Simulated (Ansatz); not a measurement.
System: interstitial N in 3C silicon carbide (charge state +1). Computed with PBE, PAW (plane waves to 420 eV; Ansatz, an electronic-structure program).

Settings: 64 host sites, the relaxed PBE lattice, a 2×2×2 k-point mesh shifted by half a step, smearing 0.01 eV, spin-restricted, no image-charge correction. No zero-point or tunnelling terms. The charge state is imposed; whether it is stable for some Fermi level was not computed. Sites that were not tried may lie lower. On the k-point mesh the defect's levels are only partly filled at one site or more.

Barriers: single points on a 3×3×3 k-point mesh shifted by half a step at the bands' geometries.

Relaxed starting cell (atoms counted from 1):

```
CELL_PARAMETERS angstrom
      8.76000     0.00000     0.00000
      0.00000     8.76000     0.00000
      0.00000     0.00000     8.76000
ATOMIC_POSITIONS crystal
  Si 0.99600 0.99846 0.99827
  Si 0.99706 0.99900 0.50446
  Si 0.99765 0.50396 0.99891
  Si 0.00052 0.50107 0.50082
  Si 0.52504 0.99090 0.98499
  Si 0.49986 0.00105 0.50085
  Si 0.49884 0.49941 0.00155
  Si 0.49953 0.50096 0.50069
  C  0.11635 0.12650 0.38231
  C  0.11608 0.12405 0.86806
  C  0.12606 0.62398 0.37500
  C  0.12612 0.62655 0.87552
  C  0.63456 0.12293 0.38377
  C  0.63474 0.12757 0.86660
  C  0.62309 0.62648 0.37517
  C  0.62308 0.62402 0.87532
  Si 0.99608 0.25201 0.25218
  Si 0.99693 0.25154 0.74597
  Si 0.99749 0.74646 0.25164
  Si 0.00054 0.74944 0.74968
  Si 0.52474 0.25995 0.26573
  Si 0.49994 0.24943 0.74959
  Si 0.49886 0.75112 0.24892
  Si 0.49953 0.74967 0.74991
  C  0.11813 0.37955 0.12531
  C  0.12557 0.37579 0.62458
  C  0.11779 0.87076 0.12523
  C  0.12561 0.87474 0.62597
  C  0.63146 0.37955 0.12383
  C  0.62380 0.37620 0.62592
  C  0.63158 0.87089 0.12671
  C  0.62378 0.87432 0.62453
  Si 0.22506 0.99411 0.26045
  Si 0.24966 0.00125 0.75012
  Si 0.25034 0.49909 0.24882
  Si 0.24926 0.50002 0.75069
  Si 0.75402 0.99873 0.25238
  Si 0.75324 0.99888 0.74518
  Si 0.75162 0.50393 0.25166
  Si 0.74909 0.50115 0.74976
  C  0.44739 0.12544 0.12541
  C  0.37481 0.12526 0.62525
  C  0.37470 0.62526 0.12525
  C  0.37444 0.62529 0.62531
  C  0.87475 0.12525 0.12525
  C  0.87531 0.12525 0.62514
  C  0.87436 0.62518 0.12524
  C  0.87476 0.62526 0.62524
  Si 0.22519 0.25614 0.98994
  Si 0.24964 0.24929 0.50049
  Si 0.25037 0.75153 0.00171
  Si 0.24924 0.75048 0.49985
  Si 0.75405 0.25179 0.99812
  Si 0.75318 0.25163 0.50518
  Si 0.75163 0.74652 0.99884
  Si 0.74910 0.74940 0.50074
  C  0.37635 0.37248 0.37350
  C  0.37279 0.36993 0.87948
  C  0.37275 0.88047 0.37102
  C  0.37652 0.87825 0.87722
  C  0.87367 0.37742 0.37713
  C  0.87582 0.37758 0.87322
  C  0.87582 0.87297 0.37730
  C  0.87363 0.87304 0.87331
  N  0.29544 0.12400 0.12423
```
Cell charge +1.

End state 1 differs by these moves (Å; atoms that move under 0.08 Å are left out):

```
atom  element     Δx     Δy     Δz
----  -------  -----  -----  -----
1          Si  -0.02   0.23  -0.07
5          Si  -0.23   0.08   0.15
9           C   0.06   0.06   0.00
10          C   0.09   0.09   0.00
11          C   0.01  -0.07   0.08
12          C  -0.03  -0.10  -0.08
13          C  -0.07   0.01  -0.08
14          C  -0.10  -0.03   0.08
19         Si  -0.06  -0.19   0.12
21         Si  -0.19  -0.06  -0.12
27          C   0.06  -0.60   0.00
33         Si   0.27   0.27   0.00
41          C  -0.60   0.06   0.00
49         Si   0.23  -0.02   0.07
51         Si   0.08  -0.23  -0.15
58          C   0.04   0.06  -0.05
64          C   0.06   0.04   0.05
65          N  -1.48  -1.48   0.00
```

Q: What forward and backward barriers to end state 1 does PBE, PAW give?

A: forward 1.20 eV, backward 1.20 eV; at the saddle point atom 65 has neighbours C at 1.46, C at 1.82; Si at 1.65, Si at 2.16 Å. The saddle point's order was not checked.
